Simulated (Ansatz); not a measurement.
Functionals compared on the (111) surface of cuprite in its 1x1 cell (cut with top plane O, bottom plane O), outermost plane spacing 0.62 Å in the ideal cut, in Ansatz (plane waves, PAW). The structure was relaxed with PBE; the other rows are single points on it, each with its references at the same level. Cutoff 420 eV (500 eV for r2SCAN).

Slab: 30 atoms, Cu20O10, 11.2 Å thick at the start; k 5x5x1, smearing 0.025 eV, dipole-corrected; all atoms relaxed; symmetry of the start imposed; no spin, no spin-orbit, no U. These notes are the PBE run's.

| functional | surface energy (J/m²) | gap of the slab on its k-mesh (eV) | highest filled level below the top vacuum level (eV) | rough cost of the single point |
|---|---|---|---|---|
| PBE | 0.76 | 0.45 | 4.74 | – |
| LDA | 1.13 | 0.45 | 5.16 | roughly 4 core-minutes |
| PBEsol | 0.95 | 0.43 | 4.83 | very roughly 5 core-minutes |
| RPBE | 0.57 | 0.46 | 4.55 | very roughly 4 core-minutes |
| r2SCAN | 1.00 | 0.64 | 4.82 | around 8 core-minutes (rough) |

Ansatz is a program for electronic structure.
